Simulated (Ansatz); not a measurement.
The starting structures come from a database of crystals and need not be the phases stable at ambient conditions.

Given:

```
CsPbCl3
1.0
    7.87553     0.00000     0.00000
   -0.00065     7.87553     0.00000
    0.00000     0.00000     5.75528
Cs Pb Cl
2 2 6
Direct
  0.49256   0.49256   0.50000
  0.99429   0.99429   0.50000
  0.49292   0.99268   0.00000
  0.99268   0.49292   0.00000
  0.80203   0.18361   0.00000
  0.18361   0.80203   0.00000
  0.99302   0.49216   0.50000
  0.49216   0.99302   0.50000
  0.30128   0.30128   0.00000
  0.68343   0.68343   0.00000
```

Space group of this cell: Amm2. The cell is taken as given.

Transport runs along the normal of the first two printed cell vectors.

The gap is the functional's own. No spin-orbit coupling. Mid-gap values are interpolated on the energy grid.

Task: Compute, with r2SCAN (Ansatz, a program for electronic structure), the band gap and the smallest decay constant κ at mid-gap.

Result: Gap 2.66 eV on a 4×4×6 mesh; κ = 0.160 1/Å, at the zone centre.
